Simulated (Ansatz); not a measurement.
# What each level gives and costs: Cs2BiAuF6 (Fm-3m, 10 atoms in the cell)

Cell: a = 6.8895 Å, b = 6.8895 Å, c = 6.8895 Å, α = 60.00°, β = 60.00°, γ = 60.00°.

Program: Ansatz (a quantum-chemistry and plane-wave program), default PAW files made with PBE; each row names its functional.

Base settings: basis.ecutwfc = 420 eV; kpoints.mp_grid.grid = 3 3 3; hamiltonian.xc = hse06; hamiltonian.pseudopotentials = {kind: paw} (the program's default PAW files); scf.occupations.method = fixed.

Differences are taken from HSE06, a reference of convenience: it is no measurement, and no ranking of the functionals follows.

Core times come from one kind of shared machine and are given to one figure; runs under 30 s give none.

The starting cell comes from a database of computed structures (which also holds hypothetical and non-ambient phases and stackings), without a prior relaxation at this level. Its lattice was rescaled by a random factor within 2.5 % of one. Spin-orbit coupling is off. Ansatz's pressure includes its estimate of the finite-basis (Pulay) stress. Another mesh or the band path of this cell gives a smaller gap, so this value is not converged in the mesh.

```tsv
level	gap on the mesh less reference (eV)	pressure less reference (GPa)	largest difference in the force on any atom (eV/Å)	core time / reference (rough)
PBEsol	-1.713	-1.12	0.181	–
PBE0	0.744	-0.05	0.002	1
HSE06	0.000	0.00	0.000	1
```

Keys are those of Ansatz 0.2.
